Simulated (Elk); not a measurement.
Band structure of HgTe (F-43m, 2 atoms in the cell).

```xyz
2
Lattice="0.0000 3.2885 3.2885 3.2885 0.0000 3.2885 3.2885 3.2885 0.0000" Properties=species:S:1:pos:R:3 pbc="T T T"
Hg     0.0000     0.0000     0.0000
Te     1.6442     1.6442     1.6442
```

Method: PBE, all-electron FP-LAPW, Elk's shipped species files, APW+lo basis with extra local orbitals run with Elk.

Settings: xctype = 20; rgkmax = 7.5; swidth = 0.00183747 Ha; ngridk = 9 9 9; gmaxvr = 18 1/bohr; lmaxapw = 10; lmaxo = 8; nxlo = 2; lorbcnd = true; lradstp = 2; nrmtscf = 2; rmtscf = 0.94; lmaxi = 4; maxscl = 100.

The starting cell has typed, rounded lattice constants, without a prior relaxation at this level. Its lattice was rescaled by a random factor within 2.5 % of one. Spin-orbit coupling is off. Values depend on the basis (sphere radii, cutoffs, local orbitals), which need not be converged. The run gives no clean gap (levels at the Fermi energy touch, overlap or are partly filled at this smearing), which alone does not show that the compound is a metal.

Levels in eV from the Fermi level, bands 14 to 21:
```json
[
 {"point": "Γ", "14": "-6.64", "15": "-0.93", "16": "-0.07", "17": "-0.07", "18": "-0.07", "19": "4.25", "20": "4.25", "21": "4.25"},
 {"point": "X", "14": "-6.25", "15": "-5.23", "16": "-2.13", "17": "-2.13", "18": "1.85", "19": "2.56", "20": "7.96", "21": "8.58"},
 {"point": "W", "14": "-6.11", "15": "-5.30", "16": "-2.47", "17": "-2.40", "18": "2.90", "19": "4.61", "20": "5.19", "21": "6.19"},
 {"point": "K", "14": "-6.18", "15": "-5.25", "16": "-2.72", "17": "-1.78", "18": "2.17", "19": "3.96", "20": "6.94", "21": "7.05"},
 {"point": "L", "14": "-6.37", "15": "-5.23", "16": "-0.96", "17": "-0.96", "18": "0.63", "19": "5.02", "20": "5.02", "21": "6.77"},
 {"point": "U", "14": "-6.18", "15": "-5.25", "16": "-2.72", "17": "-1.78", "18": "2.17", "19": "3.96", "20": "6.94", "21": "7.05"}
]
```

Bands cross the Fermi level along this path, so the cell is metallic at this level.
